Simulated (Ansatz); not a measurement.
## Effect of pressure 15 GPa on CaO

The parent structure is CaO in the rock salt structure (space group Fm-3m, No. 225; a = 4.831 Å).

It is then changed as follows: cell and atoms relaxed at a pressure of 15 GPa.

The values are results of Ansatz (a program for electronic structure), PBE, PAW, cutoff 420 eV, without spin-orbit coupling, not measurements. Γ-centred 12×12×12 mesh, Fermi–Dirac width 0.05 eV.

- Volume per atom = 12.60 Å³ (base 14.09 Å³)
- Lattice parameter a = 4.654 Å (base 4.831 Å)
- Enthalpy H = E + PV relative to the base's energy = +1.24 eV/atom
- Band gap = 3.61 eV (base 3.66 eV)
- Gap character = indirect, Γ → X (base indirect, Γ → X)
- Smallest direct gap = 3.95 eV (base 4.03 eV)
- Width of the top valence band = 1.39 eV (base 1.16 eV)
- Electron mass = 1.4 mₑ along k, 0.41 mₑ across (at X) (base 1.4 mₑ along k, 0.44 mₑ across (at X))
- Hole mass (degenerate bands, along [100]) = 0.34, 2.8, 2.8 mₑ (at Γ) (base 0.35, 2.9, 2.9 mₑ (at Γ))

Final structure:

```yaml
crystal:
  lattice:
    - [0.00000, 2.32722, 2.32722]
    - [2.32722, 0.00000, 2.32722]
    - [2.32722, 2.32722, 0.00000]
  atoms:
    - { symbol: Ca, position: [0.00000, 0.00000, 0.00000] }
    - { symbol: O, position: [0.50000, 0.50000, 0.50000] }
```

Load acts through the strain it causes; cell and atoms are relaxed under it. Masses are band curvatures over ±0.01 Å⁻¹ around the edge. Along k means along the line from Γ to the band edge. Stability against distortions was not tested. No other phases were tried under pressure.
